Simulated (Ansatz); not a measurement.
Band structure of Li2Mg (Cmcm, 6 atoms in the cell).

```yaml
crystal:
  lattice:
    - [1.64532, -7.42299, 0.00000]
    - [1.64532, 7.42299, 0.00000]
    - [0.00000, 0.00000, 4.90307]
  atoms:
    - { symbol: Li, position: [0.59219, 0.40781, 0.75000] }
    - { symbol: Li, position: [0.40781, 0.59219, 0.25000] }
    - { symbol: Li, position: [0.25318, 0.74682, 0.75000] }
    - { symbol: Li, position: [0.74682, 0.25318, 0.25000] }
    - { symbol: Mg, position: [0.92304, 0.07696, 0.75000] }
    - { symbol: Mg, position: [0.07696, 0.92304, 0.25000] }
```

Method of the run: PBEsol, PAW files made with PBE (plane waves; Ansatz, a first-principles code).

Settings: kpoints.mp_grid.grid = 8 8 6; hamiltonian.xc = pbesol; hamiltonian.pseudopotentials = {kind: paw} (the program's default PAW files); scf.occupations.method = fermi_dirac; scf.occupations.width = 0.136 eV; kpoints.band_path.npoints = 8.

The starting cell comes from a database of computed structures (which also holds hypothetical and non-ambient phases and stackings), without a prior relaxation at this level.

Levels in eV from the Fermi level, bands 13 to 20:
| point | 13 | 14 | 15 | 16 | 17 | 18 | 19 | 20 |
|---|---|---|---|---|---|---|---|---|
| Γ | -5.18 | -2.91 | -2.24 | -0.46 | 1.64 | 2.11 | 2.24 | 3.24 |
| X | -2.46 | -1.48 | -1.36 | 0.40 | 0.66 | 2.50 | 2.68 | 2.87 |
| S | -2.45 | -1.58 | -0.85 | -0.41 | 1.42 | 1.44 | 2.84 | 3.14 |
| R | -0.98 | -0.98 | -0.62 | -0.62 | -0.04 | -0.04 | 1.99 | 1.99 |
| A | -1.05 | -1.05 | -0.51 | -0.51 | -0.20 | -0.20 | 2.34 | 2.34 |
| Z | -3.93 | -3.93 | -1.20 | -1.20 | -0.96 | -0.96 | 5.49 | 5.49 |
| Y | -4.99 | -3.87 | -0.49 | 0.01 | 0.42 | 1.02 | 2.22 | 2.80 |
| X1 | -2.46 | -1.48 | -1.36 | 0.40 | 0.66 | 2.50 | 2.68 | 2.87 |
| A1 | -1.05 | -1.05 | -0.51 | -0.51 | -0.20 | -0.20 | 2.34 | 2.34 |
| T | -3.80 | -3.80 | -2.27 | -2.27 | 0.98 | 0.98 | 2.71 | 2.71 |

Bands cross the Fermi level along this path, so the cell is metallic at this level.

Keys are those of Ansatz 0.2.
